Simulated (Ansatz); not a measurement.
```
CELL_PARAMETERS angstrom
      0.00000     3.66795     3.66795
      3.66795     0.00000     3.66795
      3.66795     3.66795     0.00000
ATOMIC_POSITIONS crystal
  K  0.75000 0.75000 0.75000
  K  0.25000 0.25000 0.25000
  S  0.00000 0.00000 0.00000
```

All values below come from PBEsol, rigid bands (plane waves, PAW, scalar-relativistic; Ansatz, a quantum-chemistry and plane-wave program). Geometry: cell and atoms relaxed with PBEsol.

Q: What conductivity effective mass do dilute electrons have at 300 K?

A: 0.36 mₑ.

Q: What conductivity effective mass do dilute holes have at 300 K?

A: 12.0 mₑ.

Q: And the band gap?

A: 2.35 eV at this level; semilocal functionals usually fall short of the measured gap.

Rigid bands, one relaxation time for all states, no polarons. Spin-orbit coupling is left out; where it splits the top of the valence band it changes the hole mass and lowers the gap by about a third of the splitting.

Formula and space group known from diffraction (Crystallography Open Database), not checked to be the room-temperature form: K2S (Fm-3m).
